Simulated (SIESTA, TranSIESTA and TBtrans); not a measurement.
Run with TranSIESTA and TBtrans (open boundaries, self-consistent; PseudoDojo norm-conserving potentials, scalar-relativistic): Spin polarized, PAO.BasisSize DZP, PAO.EnergyShift 0.15 eV, XC.Authors PBE, Mesh.Cutoff 200 Ry, ElectronicTemperature 300 K, TS.Voltage 0.0 eV, TBT.Elecs.Eta 0.001 eV.

Junction: Ta chain with a H atom beside one bond. Leads: straight Ta chain, spacing 2.35 Å. Geometry: 3 atoms about the centre moved by SIESTA (PBE, DZP) to a largest force of 0.03 eV/Å, all others as built.

Task: Predict: conductance at 300 K (G0 = 2e²/h); mean T from −0.5 to 0.5 eV; spin polarisation of the conductance, (up − down)/(up + down).

Result: conductance at 300 K (G0 = 2e²/h): 4.51; mean T from −0.5 to 0.5 eV: 4.62; spin polarisation of the conductance, (up − down)/(up + down): 0.13. The magnetic order of the leads was set by the start, and no other order was tried; the separate lead runs end at 1.06 (left) and 1.06 (right) μB an atom. The straight chain is held at its spacing; free chains may zigzag or dimerise. Spin-orbit coupling, left out here, matters for the heavy atoms.
